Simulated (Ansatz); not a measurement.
We consider quartz-high SiO2 (high-temperature phase), described by PBE0 (plane waves, PAW; Ansatz, a first-principles code).

Numerical settings: plane-wave cutoff 460 eV, 6×6×4 k mesh (along the axes of the cell as run), Fermi–Dirac smearing 0.01 eV, scalar-relativistic PAW data made under PBE.

Cell (relaxed with PBEsol):

O2Si is taken in the hexagonal space group P6₂22 (No. 180), Pearson symbol hP9. Lattice parameters: a = 5.0814 Å, b = 5.0814 Å, c = 5.5597 Å, α = 90.00°, β = 90.00°, γ = 120.00°. Si on 3c sees 4 O at 1.616 Å (tetrahedral). O on 6j has 2 Si at 1.616 Å (bent). (Neighbours: up to the widest gap in distance over summed covalent radii, below 1.35, at either atom.)

**Question.** Predict the band gap and smallest direct gap on the k points sampled.

**Answer.** 
band gap: 8.19 eV (indirect)
smallest direct gap on the k points sampled: 8.38 eV

Note: symmetry holds this phase in the static calculation, where it need not be a minimum; held by symmetry at 0 K, a high-temperature phase can be a saddle point; cell and atoms aren't relaxed at this level (largest force component 0.19 eV/Å, pressure -2.5 GPa).

Computed values are for the static lattice.

Computing time: roughly 2.9 core-minutes.
